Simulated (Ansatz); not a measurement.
Here is the system:

End structure of a constructed model of the (111) surface of fcc Ag, (√3x√3)R30° surface alloy, Au on one Ag site of the top plane (bottom of the slab: a bare face, its two planes held):

```xyz
18
Lattice="4.4001 2.5404 0.0000 -4.4001 2.5404 0.0000 0.0000 0.0000 28.0000" Properties=species:S:1:pos:R:3 pbc="T T T"
Ag    -2.9334     1.6936     8.0213
Ag     0.0000     1.6936     8.0213
Ag     2.9334     1.6936     8.0213
Ag    -1.4667     0.8468    10.4164
Ag     1.4667     0.8468    10.4164
Ag     0.0000     3.3872    10.4164
Ag     0.0000     0.0000    12.7934
Ag    -1.4667     2.5404    12.7980
Ag     1.4667     2.5404    12.7980
Ag    -2.9351     1.6946    15.1860
Ag     0.0000     1.6916    15.1860
Ag     2.9351     1.6946    15.1860
Ag    -1.4741     0.8511    17.5632
Ag     1.4741     0.8511    17.5632
Ag     0.0000     3.3786    17.5632
Au     0.0000     0.0000    19.9149
Ag    -1.4667     2.5404    19.9766
Ag     1.4667     2.5404    19.9766
```

Model: 18-atom slab, 12.0 Å thick at the start with caps and adatoms (thin: gaps and levels are the slab's own), 9x9x1 mesh, Fermi-Dirac 0.1 eV, dipole correction, 6 atoms held, the rest relaxed; start symmetry kept, larger cells not searched; no spin, no spin-orbit, no U. It is one candidate, not shown to be the stable structure of the face.

Estimate the work function of the top face that Ansatz (a quantum-chemistry and plane-wave program) with PBE returns for this input.

4.57 eV
